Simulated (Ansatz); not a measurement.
Lattice parameter c of SnC (model structure, started from the wurtzite type, P6₃mc, No. 186, 4 atoms in the cell) at several levels of theory

No measured value is used here.

```json
[
 {"level (code)": "LDA (Ansatz)", "value (Å)": "5.775"},
 {"level (code)": "PBE (Ansatz)", "value (Å)": "5.879"},
 {"level (code)": "PBEsol (Ansatz)", "value (Å)": "…"},
 {"level (code)": "PBE-D3(BJ) (Ansatz)", "value (Å)": "5.837"}
]
```

Q: Complete the blanks.

A: 
- PBEsol (Ansatz, a program for electronic structure), value (Å): 5.818

Ansatz's density-functional and Hartree–Fock values are scalar-relativistic unless marked +SOC, with PAW data made under PBE.

A model structure was made by putting elements into a prototype or built by hand; it is no filed structure, need not be a known phase, and can be a saddle point held by its symmetry.
